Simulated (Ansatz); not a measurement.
Consider ZnS in the wurtzite structure (space group P6_3mc, No. 186; a = 3.845 Å, c = 6.306 Å).

The values are results of PBE, PAW, 420 eV (Ansatz, a program for electronic structure; no SOC), not measurements.

Base values:

| Quantity | Result |
|---|---|
| Electron mass | 0.16 mₑ along c, 0.18 mₑ across (at Γ) |

The change: the cell is scaled by 1.0138 in all directions; the atoms relax in the strained cell.

Problem. What does the calculation give for the electron mass after the change?

Solution. The electron mass goes from 0.16 mₑ along c, 0.18 mₑ across (at Γ) to 0.15 mₑ along c, 0.17 mₑ across (at Γ).

Problem. What does the calculation give for the energy relative to the base after the change?

Solution. The energy grows by 7.1 meV/atom.

The levels and masses belong to the bands next to the band gap. Masses are band curvatures over ±0.01 Å⁻¹ around the edge. Stability against distortions was not tested.
